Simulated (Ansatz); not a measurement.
# LiF in the NiAs type structure (space group P6_3/mmc, No. 194; a hypothetical phase, not in the database extracts checked)

LiF is taken in the hexagonal space group P6₃/mmc (No. 194), the NiAs type structure, Pearson symbol hP4. Cell: a = b = 2.7867 Å, c = 4.8103 Å, α = β = 90.00°, γ = 120.00°. Li on 2a has 6 F at 2.009 Å (octahedral). F on 2d is surrounded by 6 Li at 2.009 Å (trigonal prismatic). (Neighbours: up to the widest gap in distance over summed covalent radii, below 1.35, at either atom; cation-cation and far metal-metal contacts left out.)

Computed with PBEsol (Ansatz, a program for electronic structure, PAW, no SOC). Γ-centred 14×14×7 mesh, Fermi–Dirac width 0.05 eV.

| Quantity | Value |
|---|---|
| Volume per atom | 8.09 Å³ |
| Density | 2.66 g/cm³ |
| Band gap | 8.91 eV (uncertain: the edges found on the path are not clean extrema) |
| Total energy | -503.235 eV/atom (σ→0; compares only within this code and set-up) |

No phonon test of stability was made.
